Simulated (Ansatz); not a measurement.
Results of PBEsol (plane waves, PAW; Ansatz, a program for electronic structure) for L1₂ (Cu3Au-type) Ni3Al.

Run with plane-wave cutoff 520 eV, 16×16×16 k mesh, Fermi–Dirac smearing 0.05 eV, spin-polarised with parallel moments, scalar-relativistic PAW data made under PBE.

Results at a series of volumes:

```json
[
 {"V (Å³/atom)": "10.242", "E − E_lowest (meV/atom)": "27.92"},
 {"V (Å³/atom)": "10.460", "E − E_lowest (meV/atom)": "11.94"},
 {"V (Å³/atom)": "10.677", "E − E_lowest (meV/atom)": "2.87"},
 {"V (Å³/atom)": "10.895", "E − E_lowest (meV/atom)": "0.00"},
 {"V (Å³/atom)": "11.113", "E − E_lowest (meV/atom)": "2.66"},
 {"V (Å³/atom)": "11.331", "E − E_lowest (meV/atom)": "10.29"},
 {"V (Å³/atom)": "11.549", "E − E_lowest (meV/atom)": "22.34"}
]
```

Question: What bulk modulus B0 and pressure derivative B′ does a third-order Birch–Murnaghan fit give?

Answer: V0 = 10.895 Å³/atom, B0 = 203 GPa, B′ = 4.6 (fit to the energies at full precision).

Measured, for comparison: bulk modulus 174 GPa (temperature not stated, no zero-point or thermal correction; as tabulated in Zarkevich et al. (2023), arXiv:2304.06869); equilibrium volume per atom 11.39 Å³/atom (temperature not stated, no zero-point or thermal correction; as tabulated in Tensorial elastic properties and stability of interface states associated with …). Computed (rounded) less measured: bulk modulus +17 %, equilibrium volume per atom -4.3 %.

It cost around 8 core-minutes (rough) of CPU time.
